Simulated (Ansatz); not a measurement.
AlB2-type ScB2 was calculated with r²SCAN (Ansatz, a first-principles code, plane waves, PAW).

Run with plane-wave cutoff 500 eV, 18×18×12 k mesh (along the axes of the cell as run), Fermi–Dirac smearing 0.05 eV, scalar-relativistic PAW data made under PBE.

Computed at the level's own relaxed cell.

What does this level give for the equilibrium volume per atom, equilibrium lattice constant a and lattice parameter c?


equilibrium volume per atom: 10.05 Å³/atom
equilibrium lattice constant a: 3.143 Å
lattice parameter c: 3.525 Å

The run finds no gap.

The computed numbers hold no vibrational or temperature effects.

Cost on a shared machine: around 40 core-seconds (rough).
